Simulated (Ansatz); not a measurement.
Take Ir in the fcc (Cu type) structure (space group Fm-3m, No. 225; a = 3.844 Å) as the base. Axes: x, y, z lie along the cube axes.

Level of theory: plane-wave PAW DFT at the r2SCAN level (Ansatz, a quantum-chemistry and plane-wave program, 500 eV), without spin-orbit coupling.

Base values:

```
Item                            Result
-----------------------------  -------
Shortest interatomic distance  2.718 Å
```

Perturbation: a free-standing slab of 3 layers (3 atoms, 1 a layer) is cut normal to [111], with 15 Å of vacuum and the in-plane cell held at bulk.

How does this affect the excess energy per area of both faces, shortest interatomic distance and change of the spacing d12 from its bulk value of 2.220 Å?

The excess energy per area of both faces (slab less bulk energy over the cell's area: twice a surface energy) comes out as 5.1 J/m² (uncertain by up to 0.08 J/m²); the shortest interatomic distance shrinks by 0.049 Å (2.718 Å → 2.669 Å); the change of the spacing d12 from its bulk value of 2.220 Å amounts to -2.7 %.

The excess energy carries the mismatch between the slab's and the bulk's meshes. No phonon test of stability was made. The final runs are not spin-polarised.
